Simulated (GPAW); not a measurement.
# A short convergence ladder for SnSe (I4mm, 2 atoms in the cell)

```
SnSe
1.0
    0.00000     3.00140     3.00140
    3.00140     0.00000     3.00140
    3.00140     3.00140     0.00000
Sn Se
1 1
Direct
  0.00833   0.00833   0.99167
  0.50000   0.50000   0.50000
```

Base method: LDA (Perdew-Wang 92), GPAW PAW datasets LDA (gpaw-data 1.0.1) (plane waves; GPAW).

Base settings: mode = pw; ecut = 600 eV; xc = LDA; kpts = 3 3 3; mesh shift (steps) = 0 0 0; occupations.name = fermi-dirac; occupations.width = 0.136 eV; nbands = -6; convergence.density = 1e-05 e/electron; convergence.bands = -4.

**The relaxed cell against the cutoff**

On SnSe (Fm-3m, 2 atoms in the cell): atoms on their sites.

In this ladder: optimizer = BFGS; fmax = 0.02 eV/Å.

The mesh stays at the base's, so the ladder's end is converged at best in this setting alone.

Only quantities that move along the ladder and can be compared are tabulated.

| ecut | relaxed volume (Å³/atom) | relaxation steps |
|---|---|---|
| 300 eV | 23.368 | 4 |
| 360 eV | 23.477 | 4 |
| 420 eV | 24.109 | 3 |
| 510 eV | 24.637 | 3 |
| 600 eV | 24.748 | 3 |
| 720 eV | 24.749 | 3 |
| 900 eV | 24.748 | 3 |
| 1200 eV | 24.753 | 3 |

Coarsest ecut that holds the relaxed volume within 0.025 Å³/atom of the last step, with all finer ones: 600 eV; the step before is off by 0.12 Å³/atom.

At the lowest cutoff the cell relaxes to a volume 5.6 % smaller than at the highest.

On the base run: the starting cell comes from a database of computed structures (which also holds hypothetical and non-ambient phases and stackings), without a prior relaxation at this level. Its lattice was rescaled by up to half a per cent. One atom was moved a little off its site on purpose.
